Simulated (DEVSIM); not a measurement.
Device: Schottky contact on n-type InP, at 250 K.

Layer 1 from the left is InP, thickness (μm) 0.330, Nd (cm⁻³) 1.8e15, τn (s) 5e-9, τp (s) 5e-9.

Left contact: Schottky, work function 5.45 eV, emission velocity 9.8e6 cm/s. Right contact: ohmic. Voltage is applied to the left contact. Recombination: SRH at mid-gap. Mobility is μmin + (μ − μmin)/(1 + (N/Nref)^α).

The device is made up for the run: typed textbook-type constants, with dimensions and the other settings drawn at random. Values at 300 K; Nc and Nv go as T^1.5, mobilities as T to minus their exponent, the gap by Varshni's rule with the affinity fixed.

InP: gap (eV) 1.344, affinity (eV) 4.38, permittivity 12.5, Nc (cm⁻³) 5.7e17, Nv (cm⁻³) 1.1e19, μn (cm²/Vs) 5200, μp (cm²/Vs) 170, μn,min 400, μp,min 10, Nref,n 3e17, Nref,p 4.9e17, αn 0.47, αp 0.62, T exponent of μn 2, T exponent of μp 2, Varshni α (eV/K) 0.000363, Varshni β (K) 162.

Model (solved in DEVSIM): 1D drift-diffusion, Boltzmann statistics, complete ionisation; no tunnelling, impact ionisation, image-force lowering or self-heating. Metal contacts follow the ideal Schottky-Mott rule: no Fermi-level pinning, no interface dipoles.

Dark forward current:

```tsv
|V| (V)	|J| (A/cm²)
0.05	3.500e-12
0.10	1.453e-11
0.15	5.168e-11
0.20	1.788e-10
0.25	6.229e-10
0.30	2.256e-9
0.35	9.034e-9
0.40	4.424e-8
0.45	2.858e-7
0.50	2.333e-6
0.55	2.164e-5
0.60	0.0002117
0.65	0.002109
0.70	0.02108
0.75	0.2101
0.80	2.072
0.85	19.80
0.90	167.8
0.95	954.9
1.00	2894
```

Question: Work out the local ideality factor n = ΔV / (kT/q · ln(J2/J1)) between the rows 0.10 and 0.15 V, 0.65 and 0.70 V, 0.95 and 1.00 V.

Answer: kT/q = 21.54 mV. From 0.10 to 0.15 V: ln(5.168e-11/1.453e-11) = 1.269, n = 1.83. From 0.65 to 0.70 V: ln(0.02108/0.002109) = 2.302, n = 1.01, near the 1 of diffusion or emission over a barrier. From 0.95 to 1.00 V: ln(2894/954.9) = 1.109, n = 2.09; the layers' resistance at their doping, Σ W/(qμN) = 1.7e-5 Ω cm², would take 32 mV of this step of 50 mV.

Question: Estimate the current at 0.65 V for emission alone, J0 = q v N_band exp(−φB/kT), and read the barrier back from the simulated current.

Answer: φB = 1.070 eV, N_band = 4.34e17 cm⁻³, J0 = 1.82e-16 A/cm²; J = J0 (exp(qV/kT) − 1) = 0.00232 A/cm². The simulation gives 0.00211 A/cm²; the estimate lies 9.9 % above. Read backwards, the simulated current gives an apparent barrier of 1.072 eV. The estimate leaves out transport through the depletion region and minority injection.
